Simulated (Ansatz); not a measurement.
The parent structure is BeS in the zinc blende structure (space group F-43m, No. 216; a = 4.796 Å). Axes: x, y, z lie along the cube axes.

The values are results of LDA in Ansatz (plane waves to 420 eV, PAW, without spin-orbit coupling), not measurements.

Perturbation: a pure shear with ε_xy = ε_yx = 0.0086; the atoms relax in the strained cell.

Task: Predict the stress tensor and what it implies for the stiffness.

Result: Stress of the strained cell less that of the base (GPa, compression positive):
```
   0.03   -1.50    0.00
  -1.50    0.03    0.00
   0.00    0.00    0.00
```

Then −Δσ/γ with γ = 2ε = 0.0172 gives relaxed-ion elastic constants: C66 ≈ 87 GPa.

No phonon test of stability was made.

Ansatz is a first-principles code.
